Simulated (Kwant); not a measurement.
Device: π system c1ccc2[nH]ccc2c1 between two chain leads. The π system is taken as planar. Atoms are numbered from 0 in the order of the SMILES. Site energies (eV, carbon 0): [0.0, 0.0, 0.0, 0.0, -4.05, 0.0, 0.0, 0.0, 0.0]. Bonds (i, j, β in eV): (0,1,-2.7) (1,2,-2.7) (2,3,-2.7) (3,4,-2.16) (4,5,-2.16) (5,6,-2.7) (6,7,-2.7) (7,8,-2.7) (8,0,-2.7) (7,3,-2.7). Leads: chains of hopping −4.1 eV, joined by −1.4 eV to atoms 5 and 6.

Site energies and bond integrals are typed Hückel values.

Kwant, Hückel tight-binding model, one pz orbital an atom, one spin, coherent transport at 0 K. Conductance is in e²/h.

Sweep values stay those of the base run.

Base results: transmission at E = 0 0.086.

Problem. What follows from this one change: contacts moved from atoms [5, 6] to [5, 8]?

Solution. transmission at E = 0 0.086 → 0.022.

Problem. What follows from this one change: contacts moved from atoms [5, 6] to [0, 8]?

Solution. transmission at E = 0 0.086 → 0.041.
